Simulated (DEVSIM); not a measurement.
Device: W/TiO2/n-InP capacitor, at 400 K.

Layer 1 from the left is TiO2, thickness (nm) 10.0. Layer 2 from the left is InP, thickness (nm) 1500, Nd (cm⁻³) 1.7e16.

Metal gate on the left, work function 4.6 eV. Fixed charge at the semiconductor interface -3.2e11 cm⁻² (in units of +e); no interface traps.

This is a model device: material constants are rounded textbook-type values typed into the input, and sizes, dopings and lifetimes were drawn at random. Values at 300 K; Nc and Nv go as T^1.5, mobilities as T to minus their exponent, the gap by Varshni's rule with the affinity fixed.

TiO2: gap (eV) 3.2, affinity (eV) 3.9, permittivity 60. InP: gap (eV) 1.344, affinity (eV) 4.38, permittivity 12.5, Nc (cm⁻³) 5.7e17, Nv (cm⁻³) 1.1e19, Varshni α (eV/K) 0.000363, Varshni β (K) 162.

Model (solved in DEVSIM): 1D Poisson equation in equilibrium, Boltzmann statistics, complete ionisation; no quantum confinement or tunnelling. Metal contacts follow the ideal Schottky-Mott rule: no Fermi-level pinning, no interface dipoles.

What does the simulation give for the flat-band voltage?

flat-band voltage 0.09 V.
